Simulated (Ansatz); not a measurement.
## Fermi-surface data of SnGe (P-6m2)

Input:

```xyz
2
Lattice="3.8140 0.0000 0.0000 -1.9070 3.3030 0.0000 0.0000 0.0000 3.7312" Properties=species:S:1:pos:R:3 pbc="T T T"
Sn     0.0000     0.0000     0.0000
Ge     1.9070     1.1010     1.8656
```

Calculation: PBEsol, rigid bands (plane waves, PAW, scalar-relativistic; Ansatz, a program for electronic structure). Geometry: cell and atoms relaxed with PBEsol.

* **density of states at the Fermi level**: 0.966 states/(eV·cell), both spins
* **bare Sommerfeld coefficient**: 1.14 mJ/(mol of atoms·K²)
* **Drude plasma energy**: 8.3 (x), 8.3 (y), 12.0 (z) eV
* **root-mean-square Fermi velocity**: 1.3e6 m/s
* **resistivity times τ**: 7.2 (x), 7.2 (y), 3.4 (z) ×10⁻²² Ω·m·s

A metal at this level (no band gap); rigid bands, thermally averaged at 300 K, both spins. Spin-orbit coupling is left out. τ is one relaxation time for all states.

Computed structure with no diffraction record at hand here (it may be known, metastable or hypothetical): SnGe (P-6m2).
